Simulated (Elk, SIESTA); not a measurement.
An Elk input for a self-consistent single point of TiCo (Pm-3m, 2 atoms in the cell) (DFT, LDA (PW92), all-electron FP-LAPW, Elk's shipped species files, APW+lo basis with extra local orbitals):

```
tasks
  0

xctype
  3

rgkmax
  8.0

gmaxvr
  16.0

nxlo
  2

lorbcnd
  .true.

rmtscf
  0.95

lmaxi
  3

stype
  3

swidth
  0.00499791

avec
    5.5994285826    0.0000000000    0.0000000000
    0.0000000000    5.5994285826    0.0000000000
    0.0000000000    0.0000000000    5.5994285826

atoms
  2   : nspecies
  'Ti.in'   : spfname
  1   : natoms; atposl, bfcmt below
  0.0000000000  0.0000000000  0.0000000000    0.0 0.0 0.0
  'Co.in'   : spfname
  1   : natoms; atposl, bfcmt below
  0.5000000000  0.5000000000  0.5000000000    0.0 0.0 0.0

ngridk
  9 9 9
```

**Question.** Translate this input to SIESTA.

**Answer.** One input that does it (others would too):

```
# files in the folder: Ti.psml Co.psml (PseudoDojo LDA standard)
SystemName  TiCo
SystemLabel siesta

NumberOfAtoms                2
NumberOfSpecies              2
%block ChemicalSpeciesLabel
  1 22 Ti
  2 27 Co
%endblock ChemicalSpeciesLabel
LatticeConstant              1.0 Ang
%block LatticeVectors
     2.963090000    0.000000000    0.000000000
     0.000000000    2.963090000    0.000000000
     0.000000000    0.000000000    2.963090000
%endblock LatticeVectors
AtomicCoordinatesFormat      Fractional
%block AtomicCoordinatesAndAtomicSpecies
     0.000000000    0.000000000    0.000000000  1
     0.500000000    0.500000000    0.500000000  2
%endblock AtomicCoordinatesAndAtomicSpecies

XC.functional                LDA
XC.authors                   PW92
PAO.BasisSize                TZP
PAO.EnergyShift              0.005 Ry
MeshCutoff                   400 Ry
%block kgrid.MonkhorstPack
    9   0   0  0.0
    0   9   0  0.0
    0   0   9  0.0
%endblock kgrid.MonkhorstPack
OccupationFunction           FD
ElectronicTemperature        0.136 eV

MaxSCFIterations             150
SCF.Mixer.Method             Pulay
SCF.Mixer.Weight             0.2
SCF.Mixer.History            8
SCF.DM.Tolerance             1.0E-05
Diag.ParallelOverK           true
WriteForces                  true
```

Basis, cutoffs, solver keys and any potentials are the target program's own. This input uses DFT, LDA PW92, numerical atomic orbitals TZP, PseudoDojo LDA standard norm-conserving potentials (rewritten from UPF to PSML). LDA parametrisations can differ slightly between programs.

The starting cell has typed, rounded lattice constants, without a prior relaxation at this level. Its lattice was rescaled by a random factor within 2.5 % of one.
